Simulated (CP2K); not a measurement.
Worked example: self-consistent single point of Cs₂RbGaBr₆ (Fm-3m, 10 atoms in the cell) in CP2K.

Computed with optB88-vdW, GPW, DZVP-MOLOPT-SR-GTH basis, GTH-PBE potentials (GTH_POTENTIALS) (CP2K).

```xyz
10
Lattice="8.1044 0.0000 0.0000 4.0522 7.0186 0.0000 4.0522 2.3395 6.6172" Properties=species:S:1:pos:R:3 pbc="T T T"
Cs    12.1566     7.0186     4.9629
Cs     4.0522     2.3395     1.6543
Rb     8.1044     4.6791     3.3086
Ga     0.0000     0.0000     0.0000
Br     8.1044     2.0585     1.4556
Br     8.1044     7.2996     5.1616
Br     5.8349     5.9894     1.4556
Br    10.3739     3.3688     5.1616
Br     5.8349     3.3688     5.1616
Br    10.3739     5.9894     1.4556
```

Reference input (self-consistent single point, DFT PBEsol, GPW, DZVP-MOLOPT-SR-GTH basis, GTH-PBE potentials (GTH_POTENTIALS)): CUTOFF = 600 Ry; REL_CUTOFF = 40 Ry; SMEAR/METHOD = FERMI_DIRAC; ELECTRONIC_TEMPERATURE = 232.09 K; KPOINTS/SCHEME = MONKHORST-PACK 3 3 3; XC_FUNCTIONAL = PBE:PBESOL; Cs/BASIS_SET = DZVP-MOLOPT-SR-GTH; Cs/POTENTIAL = GTH-PBE-q9; Rb/BASIS_SET = DZVP-MOLOPT-SR-GTH; Rb/POTENTIAL = GTH-PBE-q9; Ga/BASIS_SET = DZVP-MOLOPT-SR-GTH; Ga/POTENTIAL = GTH-PBE-q13. This run's input differs from it in these lines:

```diff
@@ -44,6 +44,15 @@
       &XC_FUNCTIONAL
-        &PBE
-          PARAMETRIZATION PBESOL
-        &END PBE
+        &GGA_X_OPTB88_VDW
+        &END GGA_X_OPTB88_VDW
+        &PW92
+        &END PW92
       &END XC_FUNCTIONAL
+      &VDW_POTENTIAL
+        DISPERSION_FUNCTIONAL NON_LOCAL
+        &NON_LOCAL
+          TYPE DRSLL
+          KERNEL_FILE_NAME vdW_kernel_table.dat
+          CUTOFF 100
+        &END NON_LOCAL
+      &END VDW_POTENTIAL
     &END XC
```

The program printed (abridged):

```
 SCF WAVEFUNCTION OPTIMIZATION

  Step     Update method      Time    Convergence         Total energy    Change
     1 NoMix/Diag. 0.20E+00      -     1.47413957      -220.8654822709 -2.21E+02
     2 Broy./Diag. 0.20E+00      -     0.03203972      -219.1769736224  1.69E+00
     3 Broy./Diag. 0.20E+00      -     0.24673639      -219.9904773760 -8.14E-01
     4 Broy./Diag. 0.20E+00      -     0.00454216      -220.8550050117 -8.65E-01
     5 Broy./Diag. 0.20E+00      -     0.02841728      -220.7669448464  8.81E-02
     6 Broy./Diag. 0.20E+00      -     0.00465145      -220.7027208152  6.42E-02
   [... 14 lines left out ...]
    21 Broy./Diag. 0.20E+00      -     0.00000134      -220.6442049509  6.85E-05
    22 Broy./Diag. 0.20E+00      -     0.00000214      -220.6441956656  9.29E-06
    23 Broy./Diag. 0.20E+00      -     0.00000196      -220.6441957452 -7.96E-08
    24 Broy./Diag. 0.20E+00      -     0.00000032      -220.6442055407 -9.80E-06
  *** SCF run converged in    24 steps ***

  Overlap energy of the core charge distribution:               0.00000000115465
  Self energy of the core charge distribution:               -394.42608926554982
  Core Hamiltonian energy:                                     93.62262451535510
  Hartree energy:                                             117.10489222057565
  Exchange-correlation energy:                                -37.47299114330283
  Dispersion energy:                                            0.52735813110528
  Electronic entropic energy:                                  -0.00000000000000
  Fermi energy:                                                 0.06903992828011

  Total energy:                                              -220.64420554066197
   [... lines left out ...]

 STRESS| Analytical stress tensor [bar]
 STRESS|                        x                   y                   z
 STRESS|      x        6.93551333459E+03  -7.40933523230E+01  -5.24071539881E+01
 STRESS|      y       -7.40933523230E+01   7.02109133939E+03  -3.02405297453E+01
 STRESS|      z       -5.24071539881E+01  -3.02405297453E+01   7.04246227366E+03
 STRESS| 1/3 Trace                                             6.99968898255E+03
```

The run converged in 24 iterations. Against the reference run the pressure goes from 0.26 to 0.70 GPa, the largest force goes from 0.211 to 0.487 eV/Å and the gap on the mesh goes from 2.322 to 2.372 eV.

The starting cell comes from a database of computed structures (which also holds hypothetical and non-ambient phases and stackings), without a prior relaxation at this level. Its lattice was rescaled by a random factor within 2.5 % of one. Values carry the incompleteness of an atom-centred basis. The potentials were made for another functional than the one used.

Cost on one core of a shared machine: roughly 3 min.
